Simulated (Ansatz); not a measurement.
Ansatz (a program for electronic structure) run on a (100) slab of BaTiO3 (cut from a parent of space group no. 38; 10 atoms in the cell): self-consistent single point.

Method: LDA (PW92), default PAW files made with PBE (plane waves; Ansatz).

```yaml
crystal:
  lattice:
    - [4.07763, 0.00000, 0.00000]
    - [-4.09574, 4.07759, 0.00000]
    - [0.00000, 0.00000, 20.00492]
  atoms:
    - { symbol: Ba, position: [0.00000, 0.00341, 0.44997] }
    - { symbol: Ba, position: [0.00000, 0.00341, 0.65009] }
    - { symbol: O, position: [0.48708, 0.97843, 0.34991] }
    - { symbol: O, position: [0.51292, 0.49135, 0.34991] }
    - { symbol: O, position: [0.00000, 0.48820, 0.44997] }
    - { symbol: O, position: [0.48708, 0.97843, 0.55003] }
    - { symbol: O, position: [0.51292, 0.49135, 0.55003] }
    - { symbol: O, position: [0.00000, 0.48820, 0.65009] }
    - { symbol: Ti, position: [0.00000, 0.51850, 0.34991] }
    - { symbol: Ti, position: [0.00000, 0.51850, 0.55003] }
```

Reference input (self-consistent single point, DFT, LDA (PW92), plane waves, default PAW files made with PBE): basis.ecutwfc = 30.9 Ry; kpoints.mp_grid.grid = 6 6 1; hamiltonian.xc = lda; hamiltonian.pseudopotentials = {kind: paw} (the program's default PAW files); scf.occupations.method = fermi_dirac; scf.occupations.width = 0.0037 Ry. This run's input differs from it in these lines:

Ansatz 0.2 input:
```diff
@@ -17,3 +17,3 @@
 basis:
-  ecutwfc: 30.9 Ry
+  ecutwfc: 26.1 Ry
 kpoints:
```

The program printed (abridged):

```
SCF iter   1: F=—  HF=-19805.107473 eV  |F-HF|=—  |Δ(HF+E_count)|=         —  Δρ=1.36e-2  dr2=6.80e-1  ethr=1.77e-3  ⟨swp⟩=10.0  Hψ=3115  notcnv=0
all-band conjugate gradients solve this SCF's bands
preconditioner: auto → Resta (q_TF=auto, 2.152 Å⁻¹)
SCF iter   2: F=—  HF=-19805.079288 eV  |F-HF|=—  |Δ(HF+E_count)|=   2.82e-2  Δρ=1.26e-2  dr2=5.63e-1  ethr=8.50e-4  ⟨swp⟩=3.0  Hψ=1302  notcnv=0  defer=22
   [... lines left out ...]
SCF iter   8: F=—  HF=-19804.985229 eV  |F-HF|=—  |Δ(HF+E_count)|=   1.03e-4  Δρ=3.64e-5  dr2=5.27e-6  ethr=3.20e-8  ⟨swp⟩=2.0  Hψ=993  notcnv=0  defer=22
SCF iter   9: F=—  HF=-19804.985230 eV  |F-HF|=—  |Δ(HF+E_count)|=   1.17e-6  Δρ=1.40e-5  dr2=8.61e-7  ethr=6.59e-9  ⟨swp⟩=2.0  Hψ=994  notcnv=0  defer=22
SCF iter  10: F=—  HF=-19804.985230 eV  |F-HF|=—  |Δ(HF+E_count)|=   2.00e-7  Δρ=8.57e-6  dr2=2.55e-7  ethr=1.08e-9  ⟨swp⟩=2.0  Hψ=955  notcnv=0  defer=22
SCF iter  11: F=-19804.985230 eV  HF=-19804.985230 eV  |F-HF|=5.89e-8  |Δ(HF+E_count)|=   7.80e-9  Δρ=4.59e-6  dr2=7.24e-8  ethr=1.25e-10  ⟨swp⟩=14.5  Hψ=3084  notcnv=0
SCF 1 converged in 11 iterations: F = -19804.985230 eV  dr2 = 7.24e-8
Free energy (F): -19804.985230 eV
Internal energy: -19804.985230 eV  (E = F + TS)
E sigma→0 (E₀):  -19804.985230 eV
Entropy (-TS):   -0.000000 eV (-0.000 meV/atom)
Fermi energy:    2.294014 eV
--- Forces (eV/Å), atoms counted from 1 ---
  atom   1  Ba    -0.05399412     0.05375479    -0.76561702
  atom   2  Ba    -0.10034815     0.09990336    -1.11172611
  atom   3  O      0.04719094    -0.92196768    -0.24135868
  atom   4  O      0.92216822    -0.04309483    -0.24135868
  atom   5  O     -0.08450212     0.08412756    -1.04463764
  atom   6  O      0.04570568    -0.14786667     0.14032660
  atom   7  O      0.14806825    -0.04504837     0.14032660
  atom   8  O      0.04289341    -0.04270329    -1.14548853
  atom   9  Ti    -0.81855217     0.81492397     3.04473259
  atom  10  Ti    -0.14857695     0.14791839     1.22452561
--- Stress (GPa, compression-positive) ---
       -7.487579      -0.088577      -0.212760
       -0.088577      -7.488366       0.211817
       -0.212760       0.211817      -5.388476
  P = ⅓ Tr σ = -6.7881 GPa (-67.881 kbar)
  The stress holds the Pulay correction. Without it, at fixed plane waves, as pw.x and ABINIT print it: P = -9.1565 GPa
```

The run converged in 11 iterations. Against the reference run the free energy goes up by 55.3 meV/atom, the largest force hardly changes (3.261 to 3.256 eV/Å) and the gap on the mesh moves little (1.566 to 1.567 eV).

The starting cell comes from a database of computed structures (which also holds hypothetical and non-ambient phases and stackings), without a prior relaxation at this level. The slab is cut from that crystal, and its faces are unrelaxed. Its lattice was rescaled by up to half a per cent. Spin polarisation is off, though cut faces can carry moments; a gap of a slab can lie between surface states. The two faces of this cut differ, and no dipole correction was used. Forces in this geometry exceed 1 eV/Å. The cutoff lies below the one recommended for these files.
